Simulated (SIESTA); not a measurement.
Troubleshooting SIESTA: a failed run on Cd2In3Ag3Te8 (P-4, 16 atoms in the cell). The aim is a self-consistent single point with DFT, LDA PW92, numerical atomic orbitals DZP, PseudoDojo LDA standard norm-conserving potentials (rewritten from UPF to PSML).

This input was run:

```
# files in the folder: Cd.psml In.psml Ag.psml Te.psml (PseudoDojo LDA standard)
SystemName  Cd2In3Ag4Te8
SystemLabel Cd2In3Ag3Te8

NumberOfAtoms                17
NumberOfSpecies              4
%block ChemicalSpeciesLabel
  1 48 Cd
  2 49 In
  3 47 Ag
  4 52 Te
%endblock ChemicalSpeciesLabel
LatticeConstant              6.606450 Ang
%block LatticeVectors
     1.000000000    0.000000000    0.000000000
     0.000000000    1.000000000    0.000000000
     0.000000000    0.000000000    1.967675529
%endblock LatticeVectors
AtomicCoordinatesFormat      Ang
%block AtomicCoordinatesAndAtomicSpecies
     3.303225000    3.303225000    6.499675000  1
     0.000000000    0.000000000    6.499675000  1
     3.303225000    0.000000000    3.243857799  2
     0.000000000    3.303225000    9.755492201  2
     3.303225000    3.303225000    0.000000000  2
     0.000000000    3.303225000    3.246717656  3
     3.303225000    0.000000000    9.752632344  3
     0.000000000    0.000000000    0.000000000  3
     4.972807044    1.657690434    4.847847595  4
     1.657690434    1.633642956    8.151502405  4
     1.633642956    4.948759566    4.847847595  4
     4.948759566    4.972807044    8.151502405  4
     1.643090179    4.987143040   11.377941074  4
     4.987143040    4.963359821    1.621408925  4
     4.963359821    1.619306959   11.377941074  4
     1.619306959    1.643090179    1.621408925  4
     3.303225000    0.000000000    9.752632344  3
%endblock AtomicCoordinatesAndAtomicSpecies

XC.functional                LDA
XC.authors                   PW92
PAO.BasisSize                DZP
PAO.EnergyShift              0.01 Ry
MeshCutoff                   400 Ry
%block kgrid.MonkhorstPack
    3   0   0  0.0
    0   3   0  0.0
    0   0   2  0.0
%endblock kgrid.MonkhorstPack
OccupationFunction           MP
OccupationMPOrder            0
ElectronicTemperature        116.05 K

MaxSCFIterations             150
SCF.Mixer.Method             Pulay
SCF.Mixer.Weight             0.25
SCF.Mixer.History            6
SCF.DM.Tolerance             1.0E-05
Diag.ParallelOverK           true
WriteForces                  true
```

Output (repeated stretches shortened):

```
reinit: Reading from file input.fdf

reinit: System Name: Cd2In3Ag4Te8
reinit: System Label: Cd2In3Ag3Te8

coor:   Atomic-coordinates input format  =     Cartesian coordinates
coor:                                          (in Angstroms)

siesta: Atomic coordinates (Bohr) and species
siesta:      6.24219   6.24219  12.28261  1        1
   [... lines left out ...]
diag: Used triangular part                          = Lower
diag: Absolute tolerance                            =  0.100E-15
diag: Orthogonalization factor                      =  0.100E-05
diag: Memory factor                                 =  1.0000

superc: Internal auxiliary supercell:     5 x     5 x     3  =      75
superc: Number of atoms, orbitals, and projectors:   1275  23400  31950

                        Single-point calculation

superc: Internal auxiliary supercell:     5 x     5 x     3  =      75
superc: Number of atoms, orbitals, and projectors:   1275  23400  31950

outcell: Unit cell vectors (Ang):
        6.606450    0.000000    0.000000
        0.000000    6.606450    0.000000
        0.000000    0.000000   12.999350

outcell: Cell vector modules (Ang)   :    6.606450    6.606450   12.999350
outcell: Cell angles (23,13,12) (deg):     90.0000     90.0000     90.0000
outcell: Cell volume (Ang**3)        :    567.3590
siesta: WARNING: Atoms     7    17 too close: rij =    0.000000 Ang
siesta: WARNING: Atoms    24    34 too close: rij =    0.000000 Ang
siesta: WARNING: Atoms    41    51 too close: rij =    0.000000 Ang
siesta: WARNING: Atoms    58    68 too close: rij =    0.000000 Ang
siesta: WARNING: Atoms    75    85 too close: rij =    0.000000 Ang
   [... 66 lines left out ...]
siesta: WARNING: Atoms  1214  1224 too close: rij =    0.000000 Ang
siesta: WARNING: Atoms  1231  1241 too close: rij =    0.000000 Ang
siesta: WARNING: Atoms  1248  1258 too close: rij =    0.000000 Ang
siesta: WARNING: Atoms  1265  1275 too close: rij =    0.000000 Ang
new_DM -- step:     1
Initializing Density Matrix...

Attempting to read DM from file... Failed...
DM filled with atomic data:

InitMesh: MESH = 80 x 80 x 160 = 1024000
InitMesh: Mesh cutoff (required, used) =   400.000   405.271 Ry
         295
cdiag: Error in Cholesky factorisation
cdiag: Error in Cholesky factorisation
Stopping Program from Node:    0
Stopping Program from Node:    0
```

Question: From the messages shown, name the fault and mend the input.

Answer: The fault is one atom entered twice; here the program stops on it instead of giving results. To fix it, remove the duplicate atom. The program stopped with an error.

An input that runs soundly differs in these lines (not the only fix; some lines may just follow from the change or write a value another way):
```diff
-SystemName  Cd2In3Ag4Te8
+SystemName  Cd2In3Ag3Te8
-NumberOfAtoms                17
+NumberOfAtoms                16
-     3.303225000    0.000000000    9.752632344  3
```

With that input, the run converged in 13 iterations: free energy E − TS -50345.3755 eV; Fermi level (on the code's own zero) -4.08 eV; pressure -4.44 GPa; largest force (vector length) 0.355 eV/Å (DFT, LDA PW92, numerical atomic orbitals DZP, PseudoDojo LDA standard norm-conserving potentials (rewritten from UPF to PSML)).

On the sound input: the starting cell comes from a database of computed structures (which also holds hypothetical and non-ambient phases and stackings), without a prior relaxation at this level. Values carry the incompleteness of an atom-centred basis. With a pressure of about -4 GPa the cell is away from its equilibrium volume at this level. The run gives no clean gap (levels at the Fermi energy touch, overlap or are partly filled at this smearing), which alone does not show that the compound is a metal.
